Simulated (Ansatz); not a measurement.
Take PbSe in the rock salt structure (space group Fm-3m, No. 225; a = 6.1780 Å) as the base. Axes: x, y, z lie along the cube axes.

Method: Ansatz (a quantum-chemistry and plane-wave program) r2SCAN, no spin-orbit coupling.

Modification: an isotropic linear strain of +1.00 %; the atoms relax in the strained cell.

### Question
Predict the stress tensor and what it implies for the stiffness.

### Answer
Stress of the strained cell less that of the base (GPa, compression positive):
```
  -1.44    0.00    0.00
   0.00   -1.44    0.00
   0.00    0.00   -1.44
```

Then B = −ΔP/(ΔV/V₀) with ΔV/V₀ = 0.0303 gives secant stiffness values (nonlinear terms included at this strain): B ≈ 47 GPa.

As a check, the harmonic strain energy −½ V₀ Δσ:ε is 4.0 meV/atom; the computed energy rise is 4.2 meV/atom.

Stability against distortions was not tested.
